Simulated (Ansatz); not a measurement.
Start from MoTe$_{2}$ in the 2H-MoS2 type structure (space group P6_3/mmc, No. 194; a = 3.5421 Å, c = 14.1819 Å; layered, stacked along the Cartesian z axis). Axes: x lies along a and z along c of the hexagonal cell.

The values are results of r2SCAN+rVV10, PAW, 500 eV (Ansatz, an electronic-structure program; spin-orbit coupling left out), not measurements.

Before the change:

| Quantity | Result |
|---|---|
| Smallest direct gap | 1.08 eV |

It is then changed as follows: uniaxial stress, 1 GPa compression along z, with the cell and atoms free to relax against it.

**Question.** Estimate the effect on the strain response.

**Answer.** The strain response (xx, yy, zz) is (+0.17, +0.17, −2.03) %.

**Question.** Estimate the effect on the smallest direct gap.

**Answer.** The smallest direct gap drops by 0.03 eV (1.08 eV → 1.05 eV).

**Question.** What happens to the energy relative to the base?

**Answer.** The energy grows by 1.5 meV/atom.

With Te present, leaving out spin-orbit coupling can change the band edges. Stability under load was not tested beyond the relaxation.
